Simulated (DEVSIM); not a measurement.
System: Al/Al2O3/SiO2/n-Si capacitor, at 250 K.

```csv
layer (left to right),material,thickness (nm),Nd (cm⁻³)
1,Al2O3,3.30,-
2,SiO2,0.930,-
3,Si,16000,1.3e15
```

Metal gate on the left, work function 4.1 eV. Fixed charge at the semiconductor interface 3.9e10 cm⁻² (in units of +e); no interface traps.

This is a model device: material constants are rounded textbook-type values typed into the input, and sizes, dopings and lifetimes were drawn at random. Values at 300 K; Nc and Nv go as T^1.5, mobilities as T to minus their exponent, the gap by Varshni's rule with the affinity fixed.

```csv
parameter,Al2O3,SiO2,Si
gap (eV),6.8,9,1.124
affinity (eV),1.35,0.9,4.05
permittivity,9,3.9,11.7
Nc (cm⁻³),-,-,2.86e19
Nv (cm⁻³),-,-,3.1e19
Varshni α (eV/K),-,-,0.000473
Varshni β (K),-,-,636
```

Model (solved in DEVSIM): 1D Poisson equation in equilibrium, Boltzmann statistics, complete ionisation; no quantum confinement or tunnelling. Metal contacts follow the ideal Schottky-Mott rule: no Fermi-level pinning, no interface dipoles.

The substrate doping was swept, all else fixed.

| substrate doping (cm^-3) | flat-band voltage (V) | minimum of the low-frequency capacitance (μF/cm²) | threshold voltage (band bending 2φF) (V) |
|---|---|---|---|
| 6.5e13 | -0.23 | 0.00348 | -0.82 |
| 1.3e14 | -0.21 | 0.00483 | -0.83 |
| 2.6e14 | -0.20 | 0.00668 | -0.85 |
| 6.5e14 | -0.18 | [?] | [?] |
| 1.3e15 | -0.16 | 0.0134 | -0.89 |
| 2.6e15 | -0.15 | 0.0186 | -0.91 |

### Question
Some entries are withheld; supply them.

### Answer

- 6.5e14, minimum of the low-frequency capacitance (μF/cm²): 0.00981
- 6.5e14, threshold voltage (band bending 2φF) (V): -0.87
